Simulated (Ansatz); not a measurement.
The parent structure is CuAu (space group P4/mmm, No. 123; a = 2.8129 Å, c = 3.5930 Å; relaxed with 0.1 eV smearing).

Computed with PBEsol (Ansatz, a quantum-chemistry and plane-wave program, PAW, no SOC).

Strains are applied to the cell and any free atomic positions relax.

One change was made to it. Results:

```csv
quantity,base,after
energy relative to the base (free energy F),0 meV/atom,+16 meV/atom
"pressure (mean of the normal stresses, compression positive)",0.0 GPa,8.8 GPa
band gap,zero,zero
```

Task: Which of these changes matches the shifts?
A. isotropic strain −2.00 %
B. isotropic strain −3.00 %
C. isotropic strain −1.00 %
D. isotropic strain −1.50 %
E. isotropic strain +0.50 %

Result: D, isotropic strain −1.50 %. For comparison, the energy relative to the base in the other runs: isotropic strain −3.00 % gives +70 meV/atom; isotropic strain −2.00 % gives +30 meV/atom; isotropic strain −1.00 % gives +7.2 meV/atom; isotropic strain +0.50 % gives +1.7 meV/atom.

Whether these cells are dynamically stable was not tested. The final runs are not spin-polarised.
